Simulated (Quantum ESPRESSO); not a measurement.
# A short convergence ladder for CoSi2 (Fm-3m, 3 atoms in the cell)

```yaml
crystal:
  lattice:
    - [0.00000, 2.67196, 2.67196]
    - [2.67196, 0.00000, 2.67196]
    - [2.67196, 2.67196, 0.00000]
  atoms:
    - { symbol: Co, position: [0.00000, 0.00000, 0.00000] }
    - { symbol: Si, position: [0.25000, 0.25000, 0.25000] }
    - { symbol: Si, position: [0.75000, 0.75000, 0.75000] }
```

Base method: PBEsol, SSSP 1.1.2 precision (PBE) pseudopotentials (plane waves; Quantum ESPRESSO).

Base settings: ecutwfc = 65 Ry; ecutrho = 520 Ry; occupations = smearing; smearing = fd; degauss = 0.0073499 Ry; input_dft = pbesol; potentials = {Co: Co_pbe_v1.2.uspp.F.UPF, Si: Si.pbe-n-rrkjus_psl.1.0.0.UPF}; K_POINTS = automatic 5 5 5 0 0 0; conv_thr = 1e-11 Ry; mixing_beta = 0.7.

**Zone-centre phonons against the cutoff**

In this ladder: ph.x.tr2_ph = 1e-14; ph.x.fildyn = dyn.G; dynmat.x.fildyn = dyn.G; dynmat.x.asr = crystal. Moved along: ecutrho.

The mesh stays at the base's, so the ladder's end is converged at best in this setting alone.

Frequencies are those of the unrelaxed cell, without the LO-TO term of polar crystals.

Only quantities that move along the ladder and can be compared are tabulated.

```csv
ecutwfc,highest zone-centre frequency (cm⁻¹)
32 Ry,329.4
39 Ry,331.0
46 Ry,330.9
65 Ry,331.3
98 Ry,331.4
```

Coarsest ecutwfc that holds the highest zone-centre frequency within 1 cm⁻¹ of the last step, with all finer ones: 39 Ry; the step before is off by 2.0 cm⁻¹.

On the base run: the starting cell has typed, rounded lattice constants, without a prior relaxation at this level. Its lattice was rescaled by up to half a per cent. Spin polarisation is off. Without a gap this mesh is coarse (it stands for a supercell whose shortest vector is 19 Å).
